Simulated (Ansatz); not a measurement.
free sheet of phosphorene: P80, 2 atomic planes, area 306 Å², cell height 15.1 Å with vacuum; both faces free, started from the relaxed sheet, in-plane cell fixed at 1.000 times the relaxed lattice. All values below come from PBE (plane waves, PAW; Ansatz, an electronic-structure program). Mean temperature 891 K, 2.1 ps sampled after 1.1 ps of Langevin dynamics; k-points: Γ only; no spin polarisation or spin-orbit coupling.

```csv
plane (from the bottom),atoms,start height (Å),mean height (Å),spread of site heights (Å),"rms motion, normal (Å)","rms motion, in plane (Å)",in-plane shift from the start (Å),coordination
1,P40,-1.05,-1.06,0.03,0.25,0.15,0.02,3.0
2,P40,1.05,1.06,0.03,0.25,0.16,0.02,3.0
```

in-plane diffusion: none seen within 2.1 ps
coordination in the top plane: 3-fold 100 %
mean vibrational (phonon) frequency: 7.9 THz

A denser in-plane k-mesh moves the forces of one frame by 0.03 eV/Å rms. Bonds are counted up to P-P 2.78 Å; heights count from the centre of mass.
